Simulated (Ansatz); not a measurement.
Take TlBr in the zinc blende structure (space group F-43m, No. 216; a = 7.3107 Å; a hypothetical phase, not in the database extracts checked) as the base.

Perturbation: cell and atoms relaxed at a pressure of 1.8 GPa.

Levels (all Ansatz, a first-principles code, PAW): PBEsol (420 eV, without spin-orbit coupling); HSE06 (420 eV, scalar-relativistic without spin-orbit coupling).

The geometry is relaxed with PBEsol.

| Quantity | Result |
|---|---|
| PBEsol lowest conduction level above the VBM at special points | X 2.47 eV; K 3.17 eV; U 3.17 eV; Γ 4.26 eV |

Q: Predict the lowest conduction level above the VBM at special points from HSE06.

A: The lowest conduction level above the VBM at special points becomes X 3.22 eV; K 3.94 eV; U 3.94 eV; Γ 5.15 eV (PBEsol: X 2.47 eV; K 3.17 eV; U 3.17 eV; Γ 4.26 eV).

Single points use the geometry relaxed with PBEsol. The hybrid gap comes from the SCF mesh plus the semilocal run's edge points and a few special points and is an upper bound. The levels and masses belong to the bands next to the band gap. Load acts through the strain it causes; cell and atoms are relaxed under it. No phonon test of stability was made.
